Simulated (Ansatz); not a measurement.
The parent structure is BeS in the zinc blende structure (space group F-43m, No. 216; a = 4.838 Å).

Method: PBEsol in Ansatz (plane waves to 420 eV, PAW, without spin-orbit coupling).

Before the change:

| Quantity | Result |
|---|---|
| Volume per atom | 14.16 Å³ |
| Smallest direct gap | 5.54 eV |

Modification: a hydrostatic pressure of 22.5 GPa.

Question: Estimate the effect on the volume per atom and smallest direct gap.

Answer: The volume per atom shrinks by 2.20 Å³ to 11.96 Å³; the smallest direct gap falls by 0.12 eV, from 5.54 eV to 5.42 eV.

Load acts through the strain it causes; cell and atoms are relaxed under it. Whether these cells are dynamically stable was not tested. Competing high-pressure phases were not computed.

Ansatz is an electronic-structure program.
